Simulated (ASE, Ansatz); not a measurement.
A thermal frame of composition Li2ClF, cell Li24Cl12F12, first heated far above this temperature, then brought to it, at a temperature that wasn't checked against the liquidus, so perhaps supercooled [in the CHGNet run: it was liquid; mean temperature 846 K (target 840 K); density 1.45 g/cm³, volume -2 % from the start cell's], from MD with the machine-learned potential CHGNet 0.3.0 in ASE at 840 K. These are r2SCAN (plane waves, PAW; Ansatz, a quantum-chemistry and plane-wave program) values and carry that method's errors.

| Quantity | Value |
|---|---|
| plane-wave cutoff | 500 eV |
| k-points | Γ only |
| Fermi-Dirac width | 0.072 eV |
| spin | not polarised; no spin-orbit coupling |

A check of the k-sampling: on the last frame of the same run a denser mesh moved the PBE forces by 0.005 eV/Å rms, the static pressure by -0.02 GPa and the free energy by -1 meV/atom.

```yaml
crystal:
  lattice:
    - [9.79832, 0.00000, 0.00000]
    - [0.00000, 9.79832, 0.00000]
    - [0.00000, 0.00000, 9.79832]
  atoms:
    - { symbol: Li, position: [0.99421, 0.54208, 0.65364] }
    - { symbol: Li, position: [0.21816, 0.91310, 0.44705] }
    - { symbol: Li, position: [0.30730, 0.26633, 0.36809] }
    - { symbol: Li, position: [0.54685, 0.13309, 0.25988] }
    - { symbol: Li, position: [0.71854, 0.55821, 0.40352] }
    - { symbol: Li, position: [0.42290, 0.69776, 0.70396] }
    - { symbol: Li, position: [0.59921, 0.90492, 0.96389] }
    - { symbol: Li, position: [0.67518, 0.75992, 0.51922] }
    - { symbol: Li, position: [0.50770, 0.74344, 0.25433] }
    - { symbol: Li, position: [0.15295, 0.25523, 0.84409] }
    - { symbol: Li, position: [0.67352, 0.39582, 0.80801] }
    - { symbol: Li, position: [0.35193, 0.67005, 0.97355] }
    - { symbol: Li, position: [0.41608, 0.05175, 0.59964] }
    - { symbol: Li, position: [0.94647, 0.44130, 0.36857] }
    - { symbol: Li, position: [0.94651, 0.77862, 0.57887] }
    - { symbol: Li, position: [0.13245, 0.23737, 0.56517] }
    - { symbol: Li, position: [0.81605, 0.84185, 0.18892] }
    - { symbol: Li, position: [0.00714, 0.12300, 0.27981] }
    - { symbol: Li, position: [0.73436, 0.07900, 0.64264] }
    - { symbol: Li, position: [0.83033, 0.10447, 0.94714] }
    - { symbol: Li, position: [0.87021, 0.67281, 0.91863] }
    - { symbol: Li, position: [0.27544, 0.51763, 0.46440] }
    - { symbol: Li, position: [0.96143, 0.46227, 0.00939] }
    - { symbol: Li, position: [0.44090, 0.24334, 0.82996] }
    - { symbol: F, position: [0.10022, 0.42358, 0.51519] }
    - { symbol: F, position: [0.45840, 0.61354, 0.52007] }
    - { symbol: F, position: [0.39976, 0.90315, 0.47093] }
    - { symbol: F, position: [0.66177, 0.72264, 0.34433] }
    - { symbol: F, position: [0.29158, 0.20356, 0.72717] }
    - { symbol: F, position: [0.89209, 0.47664, 0.81972] }
    - { symbol: F, position: [0.61689, 0.22042, 0.76448] }
    - { symbol: F, position: [0.45181, 0.16547, 0.43947] }
    - { symbol: F, position: [0.14509, 0.14700, 0.39227] }
    - { symbol: F, position: [0.47839, 0.76770, 0.06589] }
    - { symbol: F, position: [0.84175, 0.60656, 0.52371] }
    - { symbol: F, position: [0.78046, 0.88077, 0.00862] }
    - { symbol: Cl, position: [0.47605, 0.51718, 0.84834] }
    - { symbol: Cl, position: [0.56764, 0.14979, 0.03237] }
    - { symbol: Cl, position: [0.40997, 0.92757, 0.81449] }
    - { symbol: Cl, position: [0.14460, 0.74877, 0.58877] }
    - { symbol: Cl, position: [0.86205, 0.94022, 0.39307] }
    - { symbol: Cl, position: [0.70825, 0.31144, 0.35863] }
    - { symbol: Cl, position: [0.91223, 0.60409, 0.17616] }
    - { symbol: Cl, position: [0.73520, 0.86882, 0.71134] }
    - { symbol: Cl, position: [0.92595, 0.18895, 0.71363] }
    - { symbol: Cl, position: [0.25294, 0.44505, 0.26365] }
    - { symbol: Cl, position: [0.13602, 0.61179, 0.88567] }
    - { symbol: Cl, position: [0.99375, 0.20107, 0.07475] }
```

**Question.** Give the forces on atoms 3, 8, 25, 28, 39, 48 (eV/Å), the static pressure (no kinetic part), the Kohn-Sham gap at the supercell's Γ point.

**Answer.** 
```tsv
atom	Fx Fy Fz
Li3	0.389 -1.313 0.232
Li8	-0.472 -0.016 -0.159
F25	-0.322 -0.128 0.536
F28	-0.144 -0.004 -0.589
Cl39	-0.223 -0.465 -0.410
Cl48	0.302 0.592 -0.629
```
* **static pressure (no kinetic part)**: -1.67 GPa
* **Kohn-Sham gap at the supercell's Γ point**: 4.75 eV
